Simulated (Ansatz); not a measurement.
Where the default PAW files enter, the runs use the earlier of Ansatz's two default sets.

Crystal: MgH2 (P4_2/mnm, rutile, 6 atoms a cell, 10.0 Å³ an atom); planes in its conventional cell.

Computed with r2SCAN (plane waves, PAW; Ansatz, an electronic-structure program).

The gap is the functional's own. No spin-orbit coupling. Mid-gap values are interpolated on the energy grid.

```csv
plane,area of the cell (Å²),mid-gap κ (1/Å),largest κ in the gap (1/Å)
(111),27.6,0.30,0.31
(100),13.4,?,?
(110),18.9,?,?
(001),20.0,?,?
```

Task: The slowest decay depends on the direction. Supply the withheld values.

Result: 
- (100), mid-gap κ (1/Å): 0.35
- (100), largest κ in the gap (1/Å): 0.35
- (110), mid-gap κ (1/Å): 0.35
- (110), largest κ in the gap (1/Å): 0.36
- (001), mid-gap κ (1/Å): 0.37
- (001), largest κ in the gap (1/Å): 0.38
